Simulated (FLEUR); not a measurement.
Worked example: self-consistent single point of NiAl (Pm-3m, 2 atoms in the cell) in FLEUR.

Computed with FLEUR with PBE, all-electron FLAPW (FLEUR), scalar-relativistic valence.

The change in words: lattice scaled by 0.98. Reference geometry:
```
CELL_PARAMETERS angstrom
      2.89000     0.00000     0.00000
      0.00000     2.89000     0.00000
      0.00000     0.00000     2.89000
ATOMIC_POSITIONS crystal
  Al 0.50000 0.50000 0.50000
  Ni 0.00000 0.00000 0.00000
```

Reference input (self-consistent single point, DFT, PBE, all-electron FLAPW (FLEUR), scalar-relativistic valence): Kmax = 4.6 1/bohr; GmaxXC = 18.4 1/bohr; xcFunctional = pbe; jspins = 1; l_soc = F; mode = hist; fermiSmearingEnergy = 0.00367493 Htr; mesh (inpgen div1-3) = 9 9 9; inpgen gamma flag = false; Gmax = 18.4 1/bohr; numbands = 0; maxIterBroyd = 15. This run's input differs from it in these lines:

```diff
@@ -6,3 +6,3 @@
 0.0000000000 0.0000000000 1.0000000000
-5.4613085002
+5.3520823302
 1.0 1.0 1.0
@@ -43,5 +43,5 @@
          <bravaisMatrix>
-            <row-1>    5.4613085002000004     0.0000000000000000     0.0000000000000000</row-1>
-            <row-2>    0.0000000000000000     5.4613085002000004     0.0000000000000000</row-2>
-            <row-3>    0.0000000000000000     0.0000000000000000     5.4613085002000004</row-3>
+            <row-1>    5.3520823302000000     0.0000000000000000     0.0000000000000000</row-1>
+            <row-2>    0.0000000000000000     5.3520823302000000     0.0000000000000000</row-2>
+            <row-3>    0.0000000000000000     0.0000000000000000     5.3520823302000000</row-3>
          </bravaisMatrix>
```

The program printed (abridged):

```
 Iteration:     1   Distance:      15.15836644 me/bohr^3
 Iteration:     2   Distance:      10.29920004 me/bohr^3
 Iteration:     3   Distance:       6.15910586 me/bohr^3
 Iteration:     4   Distance:       3.98842820 me/bohr^3
 Iteration:     5   Distance:       5.06322638 me/bohr^3
   [... 7 lines left out ...]
 Iteration:    13   Distance:       0.00017496 me/bohr^3
 Iteration:    14   Distance:       0.00007596 me/bohr^3
 Iteration:    15   Distance:       0.00001536 me/bohr^3
 Iteration:    16   Distance:       0.00000941 me/bohr^3
 Run finished successfully
 Stop message:
   Structural relaxation: Done

[file out, last iteration]
             iter=     17
[...]
          total density-effective poten   -2.7867340144E+03
          total charge density-energy d   -8.2361909364E+01
 Updated energy parameters for spin:           1
[...]
 fermi energy and band-weighting factors:

[...]
FERMIE:
          first approx. to ef    (T=0)  :   0.406813 htr   (energy of the highest occ. eigenvalue)
          number of occ. states  (T=0)  :        330
          first approx. to seigv (T=0)  :  -7.975451 htr
          sum of weights of occ. states :   9.532236
          sum of semicore charge        :   0.000000 e
FERHIS:  Fermi-Energy by histogram:
          bandgap                     :   0.002582 htr
   [... lines left out ...]
          charge neutrality (T=0)     :   0.064472    (zero if the highest occ. eigenvalue is "entirely" occupied)
     EF_NEWTON:  Adjust Fermi-Energy by Newton-Method.
 Direct bandgap for spin            1 :    3.9929441935051269E-002  Htr
 ---->    free energy=                     -1763.7011728378 htr
   [... lines left out ...]
      extrapolation for T->0
 ---->    total electron energy=           -1763.7006768680 htr
 ***** TOTAL FORCES ON ATOMS *****
 TOTAL FORCE FOR ATOM TYPE=  1  X=  2.676   Y=  2.676   Z=  2.676
                       FX_TOT= 0.000000 FY_TOT= 0.000000 FZ_TOT= 0.000000
 TOTAL FORCE FOR ATOM TYPE=  2  X=  0.000   Y=  0.000   Z=  0.000
                       FX_TOT= 0.000000 FY_TOT= 0.000000 FZ_TOT= 0.000000
 Structural relaxation: Done
```

The run converged in 16 iterations. FLEUR gives forces in its relaxation mode, with a further iteration, so its stop message speaks of a relaxation. Against the reference run the free energy goes up by 29.9 meV/atom.

The starting cell has typed, rounded lattice constants, without a prior relaxation at this level. For this run, on top of that: lattice scaled by 0.98. Spin polarisation is off. Values depend on the basis (sphere radii, cutoffs, local orbitals), which need not be converged. The log's line on a gap gives a spacing of levels on this mesh, which the program prints for metals too.

Cost on one core of a shared machine: roughly 40 s.
